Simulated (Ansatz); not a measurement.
MgSnO₃ (R-3, No. 148, 10 atoms in the cell; start mp-1176491), treated with G0W0@PBEsol in Ansatz (plane waves, hard PAW, contour deformation).

The cell is the one relaxed with PBEsol. Conventional cell: a = 5.2785 Å, b = 5.2785 Å, c = 14.1069 Å, α = 90.00°, β = 90.00°, γ = 120.00°.

The quasiparticle gap at Γ at a fixed k mesh 2×2×2:

| response cutoff | value (eV) |
|---|---|
| 200 eV, 1339 empty bands | 4.792 |
| 250 eV, 1871 empty bands | 4.825 |
| 300 eV, 2459 empty bands | 4.846 |
| 400 eV, 3787 empty bands | 4.871 |

Q: Taking the value to converge with the response cutoff E as E^(−3/2), extrapolate from the last two rows.

A: With y = y∞ + c/w and weights w = 5196 and 8000 for the last two rows, y∞ = (w2 y2 − w1 y1)/(w2 − w1) = (8000 × 4.871 − 5196 × 4.846)/2804 = 4.917 eV, which lies 0.046 beyond the last row. Successive pairs of rows give 4.908, 4.913, 4.917. The limit also hangs on the law assumed, so its last digits aren't firm.

The other settings are not extrapolated, so this is the limit in one setting alone.

At the last cutoff the smallest gap on this mesh is 4.78 eV, with an edge away from Γ.

Spin–orbit coupling is not included.

Note: filled d or f shells below the valence bands can shift G0W0 gaps through exchange with them, which wasn't tested here.

A start named mp-… is a Materials Project structure, which need not be a measured phase.

Ansatz is a quantum-chemistry and plane-wave program.
